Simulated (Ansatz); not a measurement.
## MoSi2: isotropic strain +2.00 %

The reference is MoSi₂ (space group I4/mmm, No. 139; a = 3.1740 Å, c = 7.7787 Å; relaxed with 0.1 eV smearing).

Perturbation: the cell is scaled by 1.0200 in all directions; the atoms relax in the strained cell.

Level of theory: plane-wave PAW DFT at the LDA level (Ansatz, an electronic-structure program, 420 eV), no spin-orbit coupling. Γ-centred 25×25×25 mesh, Fermi–Dirac width 0.1 eV.

The volume per atom rises by 0.80 Å³, from 13.06 Å³ to 13.86 Å³ and the space group is still I4/mmm (No. 139). The shortest interatomic distance grows by 0.034 Å (2.564 Å → 2.598 Å) and the energy grows by 31 meV/atom. The pressure (mean of the normal stresses, compression positive) goes from zero to -11.7 GPa and the band gap is still zero.

Cost of the whole job for the changed cell (relaxation, final SCF and bands): very roughly 90 core-seconds.

Whether these cells are dynamically stable was not tested. The final runs are not spin-polarised.
